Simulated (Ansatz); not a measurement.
An ideal cubic perovskite cell is held by its symmetry; such compounds can tilt or shift off centre at room temperature. Cells marked so need not be the phases stable at ambient conditions, and some may be hypothetical.

 Where the default PAW files enter, the runs use the earlier of Ansatz's two default sets.

The gap is the functional's own, uncorrected, and κ follows it; spin-orbit coupling is left out. Mid-gap values are interpolated between the computed energies.

A. K2Ge2Pb2O7 (P-3, not sure to be the ambient phase, 13 atoms a cell, 18.7 Å³ an atom, -4 GPa at this level), along the normal of (001)
B. Ba$_{2}$NF (R-3m, not sure to be the ambient phase, 4 atoms a cell, 23.4 Å³ an atom), along the normal of (110)
C. ScF3 (R-3c, not sure to be the ambient phase, 8 atoms a cell, 16.4 Å³ an atom), along the normal of (101)
D. KCdF3 (Pm-3m, cubic perovskite, not sure to be the ambient phase, 5 atoms a cell, 16.8 Å³ an atom), along the normal of (111)

**Question.** Put the candidates in order of mid-gap decay constant of the slowest evanescent state, lowest first, for r2SCAN in Ansatz (an electronic-structure program).

**Answer.** B (0.25 1/Å), D (0.42 1/Å), A (0.45 1/Å), C (0.65 1/Å)
